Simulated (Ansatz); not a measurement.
Start from PbZrO₃ in the cubic perovskite structure (space group Pm-3m, No. 221; a = 4.1413 Å; a cell from a computed database, its experimental status unchecked). Axes: x, y, z lie along the cube axes.

One thing is altered: uniaxial stress, 5 GPa tension along x, with the cell and atoms free to relax against it.

Levels (all Ansatz, a program for electronic structure, PAW): PBEsol (420 eV, spin-orbit coupling left out); r2SCAN (500 eV, no SOC); HSE06 (420 eV, scalar-relativistic without spin-orbit coupling).

One geometry, relaxed with PBEsol, under each level:

| level | band gap | lowest conduction level above the VBM at special points | pressure |
|---|---|---|---|
| PBEsol | 2.22 eV | X 2.22 eV; Z 2.35 eV; Γ 3.60 eV; M 4.10 eV | -1.67 GPa |
| r2SCAN | (withheld) | (withheld) | (withheld) |
| HSE06 | 3.39 eV | X 3.39 eV; Z 3.54 eV; Γ 5.03 eV | – |

Q: Give the withheld r2SCAN results.

A: 
- r2SCAN, band gap: 2.78 eV
- r2SCAN, lowest conduction level above the VBM at special points: X 2.78 eV; Z 2.91 eV; Γ 4.20 eV; M 4.68 eV
- r2SCAN, pressure: 0.54 GPa

Single points use the geometry relaxed with PBEsol. Their cutoffs differ, which shifts pressures a little. The hybrid gap comes from the SCF mesh plus the semilocal run's edge points and a few special points and is an upper bound. With Pb present, leaving out spin-orbit coupling can change the band edges. Load acts through the strain it causes; cell and atoms are relaxed under it. Beyond what the load breaks, stability against distortions was not tested. Many cubic perovskites are stable only at high temperature; tilts and polar distortions were not tested. k-point labels follow each cell's own Brillouin zone.
